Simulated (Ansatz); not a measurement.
Consider CoSi$_{2}$ (space group Fm-3m, No. 225; non-magnetic).

```yaml
crystal:
  lattice:
    - [0.00000, 2.65610, 2.65610]
    - [2.65610, 0.00000, 2.65610]
    - [2.65610, 2.65610, 0.00000]
  atoms:
    - { symbol: Co, position: [0.00000, 0.00000, 0.00000] }
    - { symbol: Si, position: [0.25000, 0.25000, 0.25000] }
    - { symbol: Si, position: [0.75000, 0.75000, 0.75000] }
```

Cartesian axes are those of the cell as printed.

Level of theory: plane-wave PAW DFT at the PBEsol level (Ansatz, an electronic-structure program, 420 eV), spin-orbit coupling left out.

Base values:

- Shortest interatomic distance: 2.300 Å

One thing is altered: a pure shear with ε_xz = ε_zx = 0.0254, atoms relaxed at fixed cell.

How does this affect the energy relative to the base, shortest interatomic distance and largest internal atomic displacement?

The energy goes up by 9.6 meV/atom; the shortest interatomic distance decreases by 0.016 Å to 2.284 Å; the largest internal atomic displacement amounts to 0.039 Å.

Without a gap, meshes like the base's 15×15×15 leave anisotropic stresses uncertain by several tenths of a GPa, and small strain energies with them. The cells carry an imposed strain or load. No phonon test of stability was made. Starting moments died away, wholly or in part, for the base; another magnetic solution may exist. The final runs are not spin-polarised. An odd electron count without spin: CoSi2.
